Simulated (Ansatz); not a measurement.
Consider SrO in the rock salt structure (space group Fm-3m, No. 225; a = 5.122 Å). Axes: x, y, z lie along the cube axes.

Calculations: DFT with PBEsol, PAW potentials and a 420 eV plane-wave cutoff in Ansatz (a first-principles code), scalar-relativistic without spin-orbit coupling.

Strains are applied to the cell and any free atomic positions relax.

One change was made to it. Results:

```json
[
 {"quantity": "band gap", "base": "3.20 eV", "after": "3.07 eV"},
 {"quantity": "smallest direct gap", "base": "3.26 eV", "after": "3.19 eV"},
 {"quantity": "electron mass", "base": "1.2 mₑ along k, 0.39 mₑ across (at X)", "after": "1.2 mₑ along k, 0.39 mₑ across (at X)"}
]
```

Task: What was done to the base?
A) uniaxial strain ε_zz = −1.00 %
B) uniaxial strain ε_zz = +2.50 %
C) uniaxial strain ε_zz = +1.00 %
D) uniaxial strain ε_zz = −2.00 %

Result: D, uniaxial strain ε_zz = −2.00 %. For comparison, the band gap in the other runs: uniaxial strain ε_zz = +2.50 % gives 3.16 eV; uniaxial strain ε_zz = +1.00 % gives 3.18 eV; uniaxial strain ε_zz = −1.00 % gives 3.14 eV.

Effective masses come from finite differences of ±0.01 Å⁻¹. Along k means along the line from Γ to the band edge. Whether these cells are dynamically stable was not tested.
